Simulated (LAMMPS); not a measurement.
LAMMPS 22 Jul 2025, classical MD, EAM (Finnis-Sinclair form) (Fe_mm.eam.fs): Fe, 2000 atoms.

```text
units metal
atom_style atomic
read_data unit.data
replicate 10 10 10
pair_style eam/fs
pair_coeff * * Fe_mm.eam.fs Fe
velocity all create 1600 4928 dist gaussian loop geom
fix 1 all nve
fix 2 all langevin 800 800 0.08 9876 zero yes
timestep 0.002
thermo 100
run 300
reset_timestep 0
write_restart start.rst
```

```text
read_restart start.rst
pair_style eam/fs
pair_coeff * * Fe_mm.eam.fs Fe
neighbor 2.0 bin
neigh_modify every 1 delay 0 check yes
fix 1 all nve
timestep 0.002
thermo_style custom step temp pe etotal press
thermo_modify format float %.10g
thermo 100
group probe id 1:48
dump probe probe custom 1000000 forces.txt id fx fy fz
dump_modify probe sort id format float %.8g
run 10000
```

box: 28.7 × 28.7 × 28.7 Å.

start: generated bcc lattice, warmed in an untimed run.

Compared values: energy and forces of the first step, drift over the run.

Machine: one whole node, Arm Neoverse V2, 96 cores on 1 socket, no SMT, 1 L3 cache group.

Wall times, medians of two to five repeats, each run alone on the node (launch to exit). Unless noted, each process is bound to its own block of adjacent cores. Build: PyPI wheel: MPICH, OPENMP and OPT packages. Other compilers and libraries give other times. Scratch files lie in a memory file system. A preparatory run goes ahead and isn't timed.

Started as
```bash
# ahead of the timed run: OMP_NUM_THREADS=1 mpirun -np 48 lmp -in in.warm -log none -nocite
OMP_NUM_THREADS=1 mpirun -np 32 lmp -in in.lmp -log log.lammps -nocite
```
(32 ranks, skin = 2 Å) it takes 1.6 s and 2 neighbour list builds.

Q: What happens to the run time with skin = 0.5 Å?

A: About 1.3 s (3 runs within 1 %): 1.3× as fast. The largest move is in communication and waiting (Comm): 0.52 s to 0.30 s. List entries an atom go from 70 to 31, Neigh from 0.00025 to 0.074 s and Pair from 0.88 to 0.67 s. Neighbour list builds go from 2 to 1120. Change in the result: energy equal as printed, forces on 48 atoms equal as printed, drift of the total energy equal as printed.
